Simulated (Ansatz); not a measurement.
How a calculation on CuO (P6_3/mmc, 4 atoms in the cell) responds to its settings

```yaml
crystal:
  lattice:
    - [2.84124, 0.00000, 0.00000]
    - [-1.42062, 2.46059, 0.00000]
    - [0.00000, 0.00000, 3.96000]
  atoms:
    - { symbol: Cu, position: [0.00000, 0.00000, 0.00000] }
    - { symbol: Cu, position: [0.00000, 0.00000, 0.50000] }
    - { symbol: O, position: [0.33333, 0.66667, 0.25000] }
    - { symbol: O, position: [0.66667, 0.33333, 0.75000] }
```

Base run A: PBE in Ansatz (an electronic-structure program), self-consistent single point.

Its settings: basis.ecutwfc = 420 eV; kpoints.mp_grid.grid = 11 11 7; hamiltonian.xc = pbe; hamiltonian.pseudopotentials = {kind: paw}, with the files named one by one; scf.occupations.method = methfessel_paxton; scf.occupations.width = 0.05 eV.

The starting cell was generated: these elements placed on a structure prototype, without a prior relaxation; it need not be a known phase or ordering of this composition. Spin polarisation is off, so a magnetic state, if there is one, cannot be reached. In the base run, with a pressure of about 146 GPa the cell is away from its equilibrium volume at this level. Ansatz's pressure includes its estimate of the finite-basis (Pulay) stress. The run gives no clean gap (levels at the Fermi energy touch, overlap or are partly filled at this smearing), which alone does not show that the compound is a metal.

ΔF is the free energy per atom less that of run A. 

The first pressure column holds Ansatz's estimate of the finite-basis (Pulay) stress, which hides part of the cutoff error; the other is without it.

In some runs the Pulay estimate is large (up to 310 GPa), a sign of a cutoff far from converged.

```csv
run,change,ΔF (meV/atom),pressure (GPa),pressure at a fixed set of plane waves (GPa)
A,base,0.00,146.21,145.19
B,lattice scaled by 0.97,689.6,224.67,223.62
C,lattice scaled by 0.97; basis.ecutwfc: 420 eV → 250 eV,2714.9,241.68,-67.56
D,lattice scaled by 0.985,313.2,182.08,181.05
E,lattice scaled by 0.985; basis.ecutwfc: 420 eV → 250 eV,2320.3,186.61,-97.74
F,lattice scaled by 1.015,-257.7,116.03,115.00
G,lattice scaled by 1.015; basis.ecutwfc: 420 eV → 250 eV,1738.6,111.94,-141.50
H,lattice scaled by 1.03,-466.8,90.66,89.65
I,lattice scaled by 1.03; basis.ecutwfc: 420 eV → 250 eV,1540.3,85.03,-157.55
J,basis.ecutwfc: 420 eV → 250 eV,1989.7,147.87,-121.06
```

Run F against A: The free energy falls by 258 meV/atom and the pressure goes from 146.21 to 116.0 GPa.

Run C against A: The free energy rises by 2.71 eV/atom and the pressure goes from 146.21 to 241.7 GPa.

Keys are those of Ansatz 0.2.
